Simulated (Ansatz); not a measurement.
## Effect of x(Ti) = 0.625, 8 atoms, Pmm2 on Re

Start from Re in the hcp (Mg type) structure (space group P6_3/mmc, No. 194; a = 2.751 Å, c = 4.441 Å).

The other end (x = 1) is Ti in the hcp (Mg type) structure (space group P6_3/mmc, No. 194): 16.73 Å³/atom, gap zero.

Now apply this change: a fraction x = 0.625 of the Re sites is given to Ti, ordered in a cell of 8 atoms (starting symmetry Pmm2) and fully relaxed.

The values are results of DFT with PBEsol, PAW potentials and a 420 eV plane-wave cutoff in Ansatz (a quantum-chemistry and plane-wave program), without spin-orbit coupling, not measurements. Settings: 15×11×5 k-points, 0.05 eV Fermi–Dirac smearing, for the changed cell.

The density drops by 10.374 g/cm³, from 21.25 g/cm³ to 10.87 g/cm³ and the shortest interatomic distance decreases by 0.167 Å, from 2.730 Å to 2.563 Å. The band gap remains zero and the mixing energy comes out as -0.33 eV/atom (to 0.01 eV only: unlike meshes or grids). The deviation of the volume from the linear (Vegard-type) interpolation comes out as -4.3 %.

Final structure:

```xyz
8
Lattice="3.1000 0.0000 0.0000 0.0000 4.3592 0.0000 0.0000 0.0000 9.0184" Properties=species:S:1:pos:R:3 pbc="T T T"
Ti     0.0000     0.0000     7.8523
Re     1.5500     0.0000     5.5855
Re     0.0000     0.0000     3.4638
Ti     1.5500     0.0000     1.3113
Re     1.5500     2.1796     7.8777
Ti     0.0000     2.1796     5.7192
Ti     1.5500     2.1796     3.3632
Ti     0.0000     2.1796     0.9007
```

Each cell is one ordered arrangement of few atoms, which overstates ordering effects compared with a random alloy. No phonon test of stability was made. The final runs are not spin-polarised. Under x(Ti) = 0.625, 8 atoms, Pmm2 the cell changed shape so far that it is another structure.
